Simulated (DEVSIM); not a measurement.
Device: Au/La2O3/SiO2/p-Si capacitor, at 300 K.

```
layer (left to right)  material  thickness (nm)  Na (cm⁻³)
---------------------  --------  --------------  ---------
1                         La2O3            28.0          -
2                          SiO2           0.600          -
3                            Si             520     1.2e18
```

Metal gate on the left, work function 5.1 eV. Fixed charge at the semiconductor interface -7.3e10 cm⁻² (in units of +e); no interface traps.

The device is made up for the run: typed textbook-type constants, with dimensions and the other settings drawn at random. Values at 300 K.

```
parameter      La2O3  SiO2       Si
-------------  -----  ----  -------
gap (eV)         5.8     9    1.124
affinity (eV)    1.8   0.9     4.05
permittivity      27   3.9     11.7
Nc (cm⁻³)          -     -  2.86e19
Nv (cm⁻³)          -     -   3.1e19
```

Model (solved in DEVSIM): 1D Poisson equation in equilibrium, Boltzmann statistics, complete ionisation; no quantum confinement or tunnelling. Metal contacts follow the ideal Schottky-Mott rule: no Fermi-level pinning, no interface dipoles.

### Question
Tabulate band edges, carrier densities and field at 1.0 V on the gate.

### Answer
Energies count from the Fermi level of the right contact; mesh points crowd at the junctions.

| x (μm) | Ec (eV) | Ev (eV) | n (cm⁻³) | p (cm⁻³) | field (V/cm) |
|---|---|---|---|---|---|
| 0.000 | 2.300 | -3.500 | < 1e2 | < 1e2 | 170000 |
| 0.001243 | 2.322 | -3.478 | < 1e2 | < 1e2 | 170000 |
| 0.003860 | 2.367 | -3.433 | < 1e2 | < 1e2 | 170000 |
| 0.008884 | 2.454 | -3.346 | < 1e2 | < 1e2 | 170000 |
| 0.01968 | 2.642 | -3.159 | < 1e2 | < 1e2 | 170000 |
| 0.02457 | 2.726 | -3.074 | < 1e2 | < 1e2 | 170000 |
| 0.02690 | 2.767 | -3.033 | < 1e2 | < 1e2 | 170000 |
| 0.02824 | 3.715 | -5.285 | < 1e2 | < 1e2 | 1200000 |
| 0.02872 | 0.612 | -0.512 | 1.5e9 | 7.7e10 | 390000 |
| 0.03014 | 0.665 | -0.459 | 1.9e8 | 6.0e11 | 360000 |
| 0.03313 | 0.764 | -0.360 | 4200000 | 2.8e13 | 300000 |
| 0.04310 | 0.976 | -0.148 | 1100 | 1.0e17 | 120000 |
| 0.06035 | 1.039 | -0.085 | 100 | 1.2e18 | 2500 |
| 0.09897 | 1.040 | -0.084 | < 1e2 | 1.2e18 | ≈ 0 |
| 0.2178 | 1.040 | -0.084 | < 1e2 | 1.2e18 | ≈ 0 |
| 0.3814 | 1.040 | -0.084 | < 1e2 | 1.2e18 | ≈ 0 |
| 0.4696 | 1.040 | -0.084 | < 1e2 | 1.2e18 | ≈ 0 |
| 0.5116 | 1.040 | -0.084 | < 1e2 | 1.2e18 | ≈ 0 |
| 0.5359 | 1.040 | -0.084 | < 1e2 | 1.2e18 | ≈ 0 |
| 0.5432 | 1.040 | -0.084 | < 1e2 | 1.2e18 | ≈ 0 |
| 0.5466 | 1.040 | -0.084 | < 1e2 | 1.2e18 | ≈ 0 |
| 0.5486 | 1.040 | -0.084 | < 1e2 | 1.2e18 | ≈ 0 |
